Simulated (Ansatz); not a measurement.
Band structure of PtAs2 (Pa-3, 12 atoms in the cell).

```
PtAs2
1.0
    5.94552     0.00000     0.00000
    0.00000     5.94552     0.00000
    0.00000     0.00000     5.94552
As Pt
8 4
Direct
  0.61700   0.88300   0.11700
  0.11700   0.61700   0.88300
  0.61700   0.61700   0.61700
  0.38300   0.38300   0.38300
  0.88300   0.11700   0.61700
  0.88300   0.38300   0.11700
  0.11700   0.88300   0.38300
  0.38300   0.11700   0.88300
  0.00000   0.50000   0.50000
  0.50000   0.00000   0.50000
  0.00000   0.00000   0.00000
  0.50000   0.50000   0.00000
```

Method of the run: PBEsol, PAW files made with PBE (plane waves; Ansatz, a first-principles code).

Settings: kpoints.mp_grid.grid = 5 5 5; hamiltonian.xc = pbesol; hamiltonian.pseudopotentials = {kind: paw} (the program's default PAW files); scf.occupations.method = gaussian; scf.occupations.width = 0.02 eV; kpoints.band_path.npoints = 16.

The starting cell has typed, rounded lattice constants, without a prior relaxation at this level. Its lattice was rescaled by a random factor within 2.5 % of one. Spin-orbit coupling is off.

Predict the gap along the standard path and the places of the band edges.

The gap along the path is 0.30 eV, from a point between M and Γ to R; the smallest direct gap on it is 1.04 eV.

Levels in eV from the top of the valence band on the path, bands 93 to 100:
```csv
point,93,94,95,96,97,98,99,100
Γ,-2.53,-1.04,-1.04,-1.04,0.67,0.67,0.67,1.49
X,-1.31,-1.31,-0.89,-0.89,1.46,1.46,1.65,1.65
M,-0.64,-0.64,-0.64,-0.64,1.98,1.98,1.98,1.98
R,-0.80,-0.80,-0.80,-0.80,0.30,0.30,0.30,0.30
```

Keys are those of Ansatz 0.2.
